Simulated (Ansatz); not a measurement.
Take InAgTe2 in the chalcopyrite structure (space group I-42d, No. 122) as the base.

```cif
data_Ag2In2Te4
_chemical_formula_sum 'Ag2 In2 Te4'
_space_group_name_H-M_alt 'P 1'
_space_group_IT_number 1
_cell_length_a 7.83778
_cell_length_b 7.83778
_cell_length_c 7.83778
_cell_angle_alpha 131.557
_cell_angle_beta 131.557
_cell_angle_gamma 70.929
loop_
_space_group_symop_operation_xyz
  'x, y, z'
loop_
_atom_site_label
_atom_site_type_symbol
_atom_site_fract_x
_atom_site_fract_y
_atom_site_fract_z
_atom_site_occupancy
Ag1 Ag 0.75000 0.25000 0.50000 1
Ag2 Ag 0.00000 0.00000 0.00000 1
In1 In 0.25000 0.75000 0.50000 1
In2 In 0.50000 0.50000 0.00000 1
Te1 Te 0.11626 0.12500 0.49126 1
Te2 Te 0.63374 0.62500 0.50874 1
Te3 Te 0.37500 0.88374 0.00874 1
Te4 Te 0.87500 0.36626 0.99126 1
```

Level of theory: Ansatz (a program for electronic structure), PBEsol, PAW, cutoff 420 eV, no spin-orbit coupling.

```json
[
 {"level": "PBEsol", "band gap": "0.08 eV"}
]
```

Measured: band gap 1.04 eV (temperature not stated; as listed in Arghya Ghosh et al., Phys. Rev. B (2024)).

Computed minus measured — band gap: PBEsol -0.96 eV. Measured values not marked as corrected hold thermal and zero-point effects that the static-lattice runs lack. A measured gap can be an optical one, lowered by exciton binding. Levels without spin-orbit coupling miss its effect on the gap.

With Te present, leaving out spin-orbit coupling can change the band edges. Stability against distortions was not tested. The zero or small gap of InAgTe2 can change with the level of theory.
